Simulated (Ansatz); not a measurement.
A self-consistent single point of CsH (P4mm, 2 atoms in the cell) with Ansatz (a first-principles code).

Method of the run: LDA (PW92), harder PAW files (source: ansatz) made with PBE (plane waves; Ansatz).

```yaml
crystal:
  lattice:
    - [3.79932, 0.00000, 0.00000]
    - [0.00000, 3.79932, 0.00000]
    - [0.00000, 0.00000, 3.79932]
  atoms:
    - { symbol: Cs, position: [0.00000, 0.00000, 0.01316] }
    - { symbol: H, position: [0.50000, 0.50000, 0.50000] }
```

Reference input (self-consistent single point, DFT, LDA (PW92), plane waves, default PAW files made with PBE): basis.ecutwfc = 30.9 Ry; kpoints.mp_grid.grid = 7 7 7; hamiltonian.xc = lda; hamiltonian.pseudopotentials = {kind: paw} (the program's default PAW files); scf.occupations.method = fixed. This run's input differs from it in these lines:

Ansatz 0.2 input:
```diff
@@ -9,3 +9,3 @@
 basis:
-  ecutwfc: 30.9 Ry
+  ecutwfc: 50.0 Ry
 kpoints:
@@ -14,3 +14,3 @@
   xc: lda
-  pseudopotentials: { kind: paw }
+  pseudopotentials: { kind: paw, source: ansatz }
 scf:
```

Output (repeated stretches shortened):

```
SCF iter   1: F=—  HF=-5541.898456 eV  |F-HF|=—  |Δ(HF+E_count)|=         —  Δρ=3.13e-2  dr2=1.02e0  ethr=3.10e-3  ⟨swp⟩=8.6  Hψ=3066  notcnv=0  defer=74
all-band conjugate gradients solve this SCF's bands
preconditioner: auto → none
SCF iter   2: F=—  HF=-5541.510311 eV  |F-HF|=—  |Δ(HF+E_count)|=   3.88e-1  Δρ=5.48e-3  dr2=1.62e-2  ethr=3.10e-3  ⟨swp⟩=5.5  Hψ=1225  notcnv=0  defer=76
SCF iter   3: F=—  HF=-5541.510503 eV  |F-HF|=—  |Δ(HF+E_count)|=   1.91e-4  Δρ=2.91e-3  dr2=3.23e-3  ethr=1.62e-4  ⟨swp⟩=4.1  Hψ=1163  notcnv=0  defer=80
SCF iter   4: F=—  HF=-5541.510839 eV  |F-HF|=—  |Δ(HF+E_count)|=   3.37e-4  Δρ=3.83e-4  dr2=7.81e-5  ethr=3.23e-5  ⟨swp⟩=4.0  Hψ=744  notcnv=0  defer=80
SCF iter   5: F=—  HF=-5541.510813 eV  |F-HF|=—  |Δ(HF+E_count)|=   2.60e-5  Δρ=2.54e-4  dr2=3.51e-5  ethr=7.81e-7  ⟨swp⟩=3.6  Hψ=819  notcnv=0  defer=80
SCF iter   6: F=—  HF=-5541.510798 eV  |F-HF|=—  |Δ(HF+E_count)|=   1.56e-5  Δρ=4.88e-5  dr2=1.45e-6  ethr=3.51e-7  ⟨swp⟩=3.0  Hψ=738  notcnv=0  defer=80
SCF iter   7: F=-5541.510797 eV  HF=-5541.510797 eV  |F-HF|=1.58e-8  |Δ(HF+E_count)|=   5.14e-7  Δρ=9.02e-6  dr2=3.99e-8  ethr=1.00e-9  ⟨swp⟩=22.9  Hψ=6356  notcnv=0
SCF 1 converged in 7 iterations: F = -5541.510797 eV  dr2 = 3.99e-8
Free energy (F): -5541.510797 eV
Internal energy: -5541.510797 eV  (E = F + TS)
E sigma→0 (E₀):  -5541.510797 eV
Fermi energy:    4.043657 eV
--- Forces (eV/Å), atoms counted from 1 ---
  atom   1  Cs    -0.00000000     0.00000000    -0.01611142
  atom   2  H     -0.00000000     0.00000000     0.01610653
--- Stress (GPa, compression-positive) ---
       -1.795018       0.000000      -0.000000
        0.000000      -1.795018       0.000000
       -0.000000       0.000000      -1.791188
  P = ⅓ Tr σ = -1.7937 GPa (-17.937 kbar)
  The stress holds the Pulay correction. Without it, at fixed plane waves, as pw.x and ABINIT print it: P = -1.8043 GPa
```

The run converged in 7 iterations. Against the reference run the pressure stays at -1.79 GPa, the largest force stays at 0.016 eV/Å and the gap on the mesh stays at 2.795 eV.

The starting cell comes from a database of computed structures (which also holds hypothetical and non-ambient phases and stackings), without a prior relaxation at this level. Its lattice was rescaled by up to half a per cent. One atom was moved a little off its site on purpose. Ansatz's pressure includes its estimate of the finite-basis (Pulay) stress. The cutoff lies below the one recommended for these files.
